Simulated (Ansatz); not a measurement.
Input:

```
CELL_PARAMETERS angstrom
      0.00000     3.27030     3.27030
      3.27030     0.00000     3.27030
      3.27030     3.27030     0.00000
ATOMIC_POSITIONS crystal
  Sr 0.00000 0.00000 0.00000
  Te 0.50000 0.50000 0.50000
```

No spin polarisation.

Computed with plane-wave PAW DFT at the PBEsol level (Ansatz, a quantum-chemistry and plane-wave program, 420 eV), scalar-relativistic without spin-orbit coupling. Settings: 9×9×9 k-points, 0.05 eV Fermi–Dirac smearing.

Problem. What gap character does the calculation give?

Solution. Indirect, Γ → X.

Problem. Predict the smallest direct gap.

Solution. 2.27 eV.

With Te present, leaving out spin-orbit coupling can change the band edges. The cells carry an imposed strain or load. Stability against distortions was not tested. The cell was made from SrTe in the rock salt structure (space group Fm-3m, No. 225) by this change: isotropic strain −1.00 %.
